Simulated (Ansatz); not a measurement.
Band-edge transport in semiconductors and insulators: compounds that share space group P6_3mc and stoichiometry, Ansatz (a quantum-chemistry and plane-wave program) with r2SCAN, rigid bands; geometry: cell and atoms relaxed with PBEsol.

```csv
Compound,volume per atom (Å³),band gap,electron conductivity mass,hole conductivity mass,"Seebeck coefficient, n-type 1e19 cm⁻³"
AlN,10.5,4.82 eV,?,1.00 mₑ,?
BN,5.9,5.74 eV,0.41 mₑ,0.92 mₑ,-247 μV/K
GaN,11.4,2.35 eV,0.193 mₑ,1.51 mₑ,-111 μV/K
CdS,24.7,1.70 eV,?,1.19 mₑ,-101 μV/K
ZnO,11.8,?,0.21 mₑ,1.88 mₑ,-116 μV/K
```

Some entries are withheld; supply them.


- AlN, electron conductivity mass: 0.31 mₑ
- AlN, Seebeck coefficient, n-type 1e19 cm⁻³: -159 μV/K
- CdS, electron conductivity mass: 0.172 mₑ
- ZnO, band gap: 1.24 eV

Masses are for dilute carriers at 300 K, harmonic means over directions unless an axis is named. Seebeck coefficients are for the stated density at 300 K, with one relaxation time for all states and whether or not that doping can be reached. Spin-orbit coupling is left out.
